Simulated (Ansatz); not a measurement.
**Formation energy of O_i in Cu (fcc, Fm-3m): levels of theory**

This concerns the formation energy of O_i in Cu (fcc, Fm-3m). Reaction: Cu2O (Pn-3m) + 30 Cu (fcc) → cell A.

A: a supercell of 32 sites of Cu (fcc, Fm-3m) with O off the lattice sites (6 Cu at 1.99 Å); spin state with PBE: run without spin.

Setting: static, neutral cells in Ansatz (PAW) whose structures rest at the PBE level. Ansatz (an electronic-structure program) runs with its default PAW set. Other levels take these structures. The lattices are those relaxed with PBE, so at other levels the solids can be strained, which adds to the spread. Larger cells are relaxed from a start prepared with the learned potential CHGNet, on a coarser mesh till forces fall under 0.03 eV/Å, which some starts already meet. A dispersion term (D3(BJ), or D4 for r2SCAN) was computed beside these levels and is taken off wherever the name lacks it. The d electrons get no Hubbard U. Mesh and cell size may move defect energies by 0.1 eV or more. Cell A has symmetry Pm-3m and got no random move, so less symmetric positions, which may lie lower, weren't tried.

| Level | value (eV) |
|---|---|
| PBE | 1.58 |
| PBE+D3(BJ) | … |
| LDA | 0.55 |
| PBEsol | 0.95 |
| RPBE | 1.95 |
| r2SCAN+D4 | 1.05 |

Problem. Fill in the missing entries.

Solution. 
- PBE+D3(BJ), value (eV): 0.99

The levels span 1.40 eV, from LDA (0.55) to RPBE (1.95).

Rough cost of one single point on cell A, against PBEsol's on the same shared machine and with each level's own mesh and cutoff: r2SCAN about 2 times.
